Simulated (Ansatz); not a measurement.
**ZrO2: pressure −1 GPa**

The parent structure is ZrO₂ in the fluorite structure (space group Fm-3m, No. 225; a = 5.0893 Å).

Perturbation: hydrostatic tension (pressure −1 GPa).

Level of theory: r2SCAN, PAW, 500 eV (Ansatz, a first-principles code; scalar-relativistic without spin-orbit coupling). Settings: 11×11×11 k-points, 0.05 eV Fermi–Dirac smearing.

The volume per atom goes up by 0.04 Å³, from 10.99 Å³ to 11.03 Å³ and the lattice parameter a rises by 0.007 Å, from 5.089 Å to 5.096 Å. The shortest interatomic distance rises by 0.003 Å (2.204 Å → 2.207 Å) and the enthalpy H = E + PV relative to the base's energy amounts to -0.07 eV/atom. The band gap shrinks by 0.012 eV, from 3.89 eV to 3.87 eV and the gap character stays indirect, X → Γ. The smallest direct gap shrinks by 0.02 eV to 4.27 eV and the electron mass (degenerate bands, along [100]) changes from 0.53, 2.1 mₑ (at Γ) to 0.54, 2.1 mₑ (at Γ). The valley order (the lowest conduction-band minima on the path, energy above the VBM, named in the base's zone) becomes Γ 3.87 eV; X along ⟨100⟩ 4.27 eV; a point along ⟨110⟩, about 0.8 Å⁻¹ from Γ 4.28 eV; L along ⟨111⟩ 4.48 eV (base: Γ 3.89 eV; X along ⟨100⟩ 4.29 eV; a point along ⟨110⟩, about 0.8 Å⁻¹ from Γ 4.29 eV; L along ⟨111⟩ 4.50 eV).

Final structure:

```
ZrO2
1.0
    0.00000     2.54800     2.54800
    2.54800     0.00000     2.54800
    2.54800     2.54800     0.00000
Zr O
1 2
Direct
  0.00000   0.00000   0.00000
  0.25000   0.25000   0.25000
  0.75000   0.75000   0.75000
```

Load acts through the strain it causes; cell and atoms are relaxed under it. Masses are band curvatures over ±0.01 Å⁻¹ around the edge. Whether these cells are dynamically stable was not tested. This is not the structure that ZrO2 has at room temperature and ambient pressure.
